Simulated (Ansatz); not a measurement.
**Nb: stress against strain**

Nb (bcc, Im-3m, 18.042 Å³/atom at rest, cube axes along x, y and z) under a strain ε along a cube axis (axis z), the other axes held. r2SCAN in Ansatz, a plane-wave DFT program (PAW, default set), 500 eV, 28×28×28 Γ-centred mesh, Fermi-Dirac smearing 0.10 eV; ions are relaxed within the symmetry of each cell. Stress is positive for a compressed cell.

Here s stands for strain and y for stress zz.

```
strain (%)  stress zz (GPa)
----------  ---------------
-1.50                  3.86
-1.00                  2.55
-0.50                  1.26
0.00                   0.00
0.50                  -1.24
1.00                  -2.45
1.50                  -3.63
3.00                      ?
```

Fit y against s with a straight line, and predict the withheld value at s = 3.00.

Means: s 0, y 0.050. About the means, the sum of products is -17.485 and the sum of squares of s is 7.0000; the slope is their ratio. Least squares gives y = 0.050 - 2.4979·s. Residuals (row less fit): 0.063, 0.002, -0.039, -0.050, -0.041, -0.002, 0.067; standard error 0.053 (degrees of freedom: 5). The slope gives the elastic constant C11 = 250 ± 2 GPa. At the withheld row, y = 0.050 - 2.4979 × 3.0 = -7.444 GPa. The calculation gives -6.98 GPa, 0.464 GPa above the prediction (4.3 % of the range of y in the table). The row lies outside the fitted rows, so this is an extrapolation. From the scatter of the fitted rows alone, a prediction at this place has a standard error of 0.083 GPa, so the miss is 5.6 times that.

One order more, fitted to all 13 runs of the series, follows each within 0.02, so the miss is the next term of a smooth law. In a metal these values are sensitive to mesh and smearing; energies are taken to zero smearing, stresses follow the free energy. Rows are the converged runs of the series near zero and its far end; series whose fitted rows scatter by over a few per cent of the range, as at a crossing or softening among them, aren't shown in this form. Most that stay on the fit to the last digits aren't either.
